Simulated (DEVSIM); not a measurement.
System: Co/SiO2/n-Ge capacitor, at 300 K.

| layer (left to right) | material | thickness (nm) | Nd (cm⁻³) |
|---|---|---|---|
| 1 | SiO2 | 1.00 | - |
| 2 | Ge | 820 | 5.2e17 |

Metal gate on the left, work function 5 eV. Fixed charge at the semiconductor interface -4.4e11 cm⁻² (in units of +e); no interface traps.

Constants are typed, rounded textbook-type inputs, not results; the design itself was drawn at random and stands for no fabricated device. Values at 300 K; Nc and Nv go as T^1.5, mobilities as T to minus their exponent, the gap by Varshni's rule with the affinity fixed.

```
parameter         SiO2        Ge
----------------  ----  --------
gap (eV)             9     0.664
affinity (eV)      0.9         4
permittivity       3.9        16
Nc (cm⁻³)            -   1.04e19
Nv (cm⁻³)            -      6e18
Varshni α (eV/K)     -  0.000477
Varshni β (K)        -       235
```

Simulated with DEVSIM: 1D Poisson equation in equilibrium, Boltzmann statistics, complete ionisation; no quantum confinement or tunnelling. Metal contacts follow the ideal Schottky-Mott rule: no Fermi-level pinning, no interface dipoles.

The temperature was swept, all else fixed.

| temperature (K) | minimum of the low-frequency capacitance (μF/cm²) | threshold voltage (band bending 2φF) (V) | flat-band voltage (V) |
|---|---|---|---|
| 250 | 0.329 | 0.28 | 0.96 |
| 300 | 0.355 | 0.32 | 0.94 |
| 350 | ? | ? | 0.92 |
| 400 | 0.430 | 0.41 | 0.90 |
| 450 | 0.489 | 0.45 | 0.88 |
| 500 | 0.573 | 0.50 | 0.86 |

Task: What belongs in the gaps?

Result: 
- 350, minimum of the low-frequency capacitance (μF/cm²): 0.387
- 350, threshold voltage (band bending 2φF) (V): 0.36
